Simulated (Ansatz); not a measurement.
Consider MoRu₃ (space group P6_3/mmc, No. 194; a cell from a computed database, its experimental status unchecked).

```
CELL_PARAMETERS angstrom
      5.43328     0.00000     0.00000
     -2.71664     4.70536     0.00000
      0.00000     0.00000     4.31044
ATOMIC_POSITIONS crystal
  Mo 0.66667 0.33333 0.25000
  Mo 0.33333 0.66667 0.75000
  Ru 0.83359 0.16641 0.75000
  Ru 0.16641 0.83359 0.25000
  Ru 0.66718 0.83359 0.25000
  Ru 0.33282 0.16641 0.75000
  Ru 0.83359 0.66718 0.75000
  Ru 0.16641 0.33282 0.25000
```

Cartesian axes are those of the cell as printed.

The values are results of PBEsol (Ansatz, a first-principles code; PAW; 420 eV plane waves; without spin-orbit coupling), not measurements.

Base values:

| Quantity | Result |
|---|---|
| Pressure | 0.0 GPa |

One thing is altered: uniaxial strain ε_xx = +3.52 %, all other strain components held at zero, atoms relaxed at fixed cell.

Problem. What happens to the pressure and energy relative to the base?

Solution. The pressure (mean of the normal stresses, compression positive) goes from zero to -10.0 GPa; the energy goes up by 27 meV/atom.

Without a gap, meshes like the base's 10×10×11 leave anisotropic stresses uncertain by several tenths of a GPa, and small strain energies with them. No phonon test of stability was made. The final runs are not spin-polarised.
